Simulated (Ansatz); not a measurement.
Convergence test for a (100) slab of Ge2Sb2Te5 (cut from a parent of space group no. 164; 18 atoms in the cell)

```
Ge2Sb2Te5
1.0
    4.22048     0.00000     0.00000
    0.00000    17.81192     0.00000
    0.00000     0.00000    18.15580
Ge Sb Te
4 4 10
Direct
  0.92857   0.33225   0.39829
  0.92857   0.66775   0.39829
  0.42857   0.33225   0.60171
  0.42857   0.66775   0.60171
  0.42857   0.11266   0.46609
  0.42857   0.88734   0.33047
  0.92857   0.11266   0.66953
  0.92857   0.88734   0.53391
  0.92857   0.00000   0.39829
  0.42857   0.79011   0.46609
  0.42857   0.20989   0.33047
  0.42857   0.41104   0.46609
  0.42857   0.58896   0.33047
  0.42857   0.00000   0.60171
  0.92857   0.79011   0.66953
  0.92857   0.20989   0.53391
  0.92857   0.41104   0.66953
  0.92857   0.58896   0.53391
```

Method: PBE, PAW files (plane waves; Ansatz, a first-principles code).

The starting cell comes from a database of computed structures (which also holds hypothetical and non-ambient phases and stackings), without a prior relaxation at this level. The slab is cut from that crystal, and its faces are unrelaxed. Its lattice was rescaled in the plane by a random factor within 2.5 % of one. Spin polarisation is off, though cut faces can carry moments; the slab shows no gap. In the base run, forces exceed 1 eV/Å. Without a gap this mesh is coarse (it stands for a supercell whose shortest in-plane vector is 17 Å).

Held fixed: kpoints.mp_grid.grid = 4 1 1; hamiltonian.xc = pbe; hamiltonian.pseudopotentials = {kind: paw} (the program's default PAW files); scf.occupations.method = cold; scf.occupations.width = 0.02 Ry.

ΔF is the free energy per atom less that of the last row (54 Ry).

The series runs over basis.ecutwfc = 12.5 Ry; 15.4 Ry; 18.4 Ry; 21.7 Ry; 24.6 Ry; 27.9 Ry; 30.9 Ry; 35.6 Ry; 40.1 Ry; 46.3 Ry; 54 Ry.

### Question
From which setting on does the largest force stay within 0.02 eV/Å of the last one?

### Answer
From basis.ecutwfc = 18.4 Ry on; the one before it is off by 0.11 eV/Å. The value it settles on is 1.032 eV/Å at this level of theory and with the other settings as held.

### Question
From which setting on does the energy stay within 10 meV/atom of the last one?

### Answer
From basis.ecutwfc = 24.6 Ry on; the one before it is off by 59 meV/atom.

```csv
basis.ecutwfc,ΔF (meV/atom),largest force (eV/Å),plane waves,iterations
12.5 Ry,17968.1,1.581,6935,12
15.4 Ry,3667.4,1.140,9305,12
18.4 Ry,588.1,1.026,12345,12
21.7 Ry,59.1,1.034,15661,12
24.6 Ry,6.1,1.031,19043,12
27.9 Ry,1.46,1.032,22921,12
30.9 Ry,0.87,1.032,26585,12
35.6 Ry,0.24,1.032,33077,12
40.1 Ry,0.12,1.032,39347,12
46.3 Ry,0.05,1.032,49111,12
54 Ry,0.00,1.032,61765,13
```

Left out of this page: 1 run of the series stopped by limits of time or memory.

Keys are those of Ansatz 0.2.
